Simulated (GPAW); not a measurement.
Band structure of the (001) slab of ZrS2 (cut from a parent of space group no. 164; 6 atoms in the cell).

```xyz
6
Lattice="3.6600 0.0000 0.0000 -1.8300 3.1697 0.0000 0.0000 0.0000 18.7300" Properties=species:S:1:pos:R:3 pbc="T T T"
Zr     0.0000     0.0000     6.4550
Zr     0.0000     0.0000    12.2750
S      0.0000     2.1131     7.9100
S      1.8300     1.0565     5.0000
S      0.0000     2.1131    13.7300
S      1.8300     1.0565    10.8200
```

Method: PBE, GPAW PAW datasets PBE (gpaw-data 1.0.1) (plane waves; GPAW).

Settings: mode = pw; ecut = 600 eV; xc = PBE; kpts = 5 5 1; mesh shift (steps) = 0 0 0; occupations.name = methfessel-paxton; occupations.width = 0.1 eV; occupations.order = 0; nbands = -4; convergence.forces = 0.001 eV/Å; convergence.bands = -2; symmetry.symmorphic = false; symmetry.tolerance = 0.0005; maxiter = 150.

The starting cell has typed, rounded lattice constants, without a prior relaxation at this level. The slab is cut from that crystal, and its faces are unrelaxed. Spin polarisation is off, though cut faces can carry moments; a gap of a slab can lie between surface states.

Question: Predict the gap along the standard path and the places of the band edges.

Answer: The gap along the path is 1.05 eV, from Γ to M; the smallest direct gap on it is 1.63 eV.

Levels in eV from the top of the valence band on the SCF mesh, bands 21 to 28:
```tsv
point	21	22	23	24	25	26	27	28
Γ	-0.08	-0.08	0.00	0.00	1.63	1.63	1.65	1.65
M	-1.46	-1.04	-0.90	-0.89	1.05	1.15	3.37	3.38
K	-1.76	-1.76	-1.75	-1.44	2.35	2.40	3.03	3.03
```
